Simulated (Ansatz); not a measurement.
Here is the system:

```yaml
crystal:
  lattice:
    - [6.25630, -3.62048, -0.00101]
    - [6.25630, 3.62048, -0.00101]
    - [-4.08860, 0.00000, 10.46086]
  atoms:
    - { symbol: Sr, position: [0.50000, 0.00000, 0.50000] }
    - { symbol: Sr, position: [0.00000, 0.50000, 0.00000] }
    - { symbol: Sr, position: [0.67020, 0.15863, 0.00062] }
    - { symbol: Sr, position: [0.32980, 0.84137, 0.99938] }
    - { symbol: Sr, position: [0.84137, 0.32980, 0.49938] }
    - { symbol: Sr, position: [0.15863, 0.67020, 0.50062] }
    - { symbol: Ge, position: [0.15538, 0.84462, 0.25000] }
    - { symbol: Ge, position: [0.84462, 0.15538, 0.75000] }
    - { symbol: Ge, position: [0.41794, 0.32169, 0.25341] }
    - { symbol: Ge, position: [0.58206, 0.67831, 0.74659] }
    - { symbol: Ge, position: [0.67831, 0.58206, 0.24659] }
    - { symbol: Ge, position: [0.32169, 0.41794, 0.75341] }
    - { symbol: O, position: [0.65383, 0.34617, 0.25000] }
    - { symbol: O, position: [0.34617, 0.65383, 0.75000] }
    - { symbol: O, position: [0.01004, 0.88768, 0.09917] }
    - { symbol: O, position: [0.98996, 0.11232, 0.90083] }
    - { symbol: O, position: [0.11232, 0.98996, 0.40083] }
    - { symbol: O, position: [0.88768, 0.01004, 0.59917] }
    - { symbol: O, position: [0.18073, 0.58286, 0.25127] }
    - { symbol: O, position: [0.81927, 0.41714, 0.74873] }
    - { symbol: O, position: [0.41714, 0.81927, 0.24873] }
    - { symbol: O, position: [0.58286, 0.18073, 0.75127] }
    - { symbol: O, position: [0.36792, 0.17569, 0.10335] }
    - { symbol: O, position: [0.63208, 0.82431, 0.89665] }
    - { symbol: O, position: [0.82431, 0.63208, 0.39665] }
    - { symbol: O, position: [0.17569, 0.36792, 0.60335] }
    - { symbol: O, position: [0.28162, 0.46866, 0.90627] }
    - { symbol: O, position: [0.71838, 0.53134, 0.09373] }
    - { symbol: O, position: [0.53134, 0.71838, 0.59373] }
    - { symbol: O, position: [0.46866, 0.28162, 0.40627] }
```

The numbers are results of PBEsol, rigid bands (plane waves, PAW, scalar-relativistic; Ansatz, a program for electronic structure), not measurements. Cell: cell and atoms relaxed with PBEsol.

**Question.** What conductivity effective mass do dilute electrons have at 300 K?

**Answer.** 0.45 (x), 0.45 (y), 0.45 (z) mₑ.

**Question.** And the band gap?

**Answer.** 3.43 eV at this level; semilocal functionals usually fall short of the measured gap.

Rigid bands, one relaxation time for all states, no polarons. Spin-orbit coupling is left out; where it splits the top of the valence band it changes the hole mass and lowers the gap by about a third of the splitting.

Formula and space group known from diffraction (Crystallography Open Database), not checked to be the room-temperature form: SrGeO3 (C2/c).
